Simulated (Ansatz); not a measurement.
## Hypothetical cubic perovskite RbSrBr3: response to strain

Take RbSrBr$_{3}$ in the cubic perovskite structure (space group Pm-3m, No. 221; a hypothetical phase, not in the database extracts checked) as the base.

```xyz
5
Lattice="5.9987 0.0000 0.0000 0.0000 5.9987 0.0000 0.0000 0.0000 5.9987" Properties=species:S:1:pos:R:3 pbc="T T T"
Rb     0.0000     0.0000     0.0000
Sr     2.9993     2.9993     2.9993
Br     0.0000     2.9993     2.9993
Br     2.9993     2.9993     0.0000
Br     2.9993     0.0000     2.9993
```

Cartesian axes are those of the cell as printed.

Strains are applied to the cell and any free atomic positions relax; under biaxial strain the out-of-plane vector relaxes too.

Computed with PBE (Ansatz, a first-principles code), without spin-orbit coupling.

Notes on the quantities. energy relative to the base: free energy F.

```csv
case,gap character,electron mass,energy relative to the base,smallest direct gap,volume per atom
base,–,0.40 mₑ (at Γ),0 meV/atom,4.12 eV,43.17 Å³
"biaxial strain −1.51 %, plane normal [001], relaxed out of plane","indirect, A → Γ",0.39 mₑ (at Γ),+2.8 meV/atom,4.15 eV,42.04 Å³
"biaxial strain +4.40 %, plane normal [001], relaxed out of plane","indirect, A → Γ","0.43 mₑ out of plane, 0.39 mₑ in plane (at Γ)",+20 meV/atom,3.97 eV,46.55 Å³
"biaxial strain +3.86 %, plane normal [111], relaxed out of plane","indirect, T → Γ","0.42 mₑ out of plane, 0.39 mₑ in plane (at Γ)",+7.6 meV/atom,3.93 eV,44.45 Å³
uniaxial strain ε_xx = −4.42 %,"indirect, A → Γ","0.41 mₑ along x, 0.38 mₑ across (at Γ)",+12 meV/atom,4.15 eV,41.26 Å³
uniaxial strain ε_xx = +0.33 %,"indirect, A → Γ",0.40 mₑ (at Γ),+0.1 meV/atom,4.11 eV,43.31 Å³
uniaxial strain ε_yy = −0.41 %,"indirect, A → Γ",0.40 mₑ (at Γ),+0.1 meV/atom,4.12 eV,42.99 Å³
uniaxial strain ε_yy = +1.18 %,"indirect, A → Γ",0.40 mₑ (at Γ),+0.7 meV/atom,4.10 eV,43.68 Å³
uniaxial strain ε_yy = +1.92 %,"indirect, A → Γ",0.40 mₑ (at Γ),+1.9 meV/atom,4.08 eV,44.00 Å³
```

Effective masses come from finite differences of ±0.01 Å⁻¹. Stability against distortions was not tested. Many cubic perovskites are stable only at high temperature; tilts and polar distortions were not tested. k-point labels follow each cell's own Brillouin zone.
